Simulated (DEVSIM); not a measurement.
Structure: Pt/Al2O3/p-Ge capacitor, at 300 K.

Layer 1 from the left is Al2O3, thickness (nm) 20.0. Layer 2 from the left is Ge, thickness (nm) 13000, Na (cm⁻³) 2.1e15.

Metal gate on the left, work function 5.6 eV. Fixed charge at the semiconductor interface 0 cm⁻² (in units of +e); no interface traps.

Constants are typed, rounded textbook-type inputs, not results; the design itself was drawn at random and stands for no fabricated device. Values at 300 K.

Al2O3: gap (eV) 6.8, affinity (eV) 1.35, permittivity 9. Ge: gap (eV) 0.664, affinity (eV) 4, permittivity 16, Nc (cm⁻³) 1.04e19, Nv (cm⁻³) 6e18.

Model (solved in DEVSIM): 1D Poisson equation in equilibrium, Boltzmann statistics, complete ionisation; no quantum confinement or tunnelling. Metal contacts follow the ideal Schottky-Mott rule: no Fermi-level pinning, no interface dipoles.

Problem. What does the simulation give for the threshold voltage (band bending 2φF)?

Solution. threshold voltage (band bending 2φF) 1.42 V.
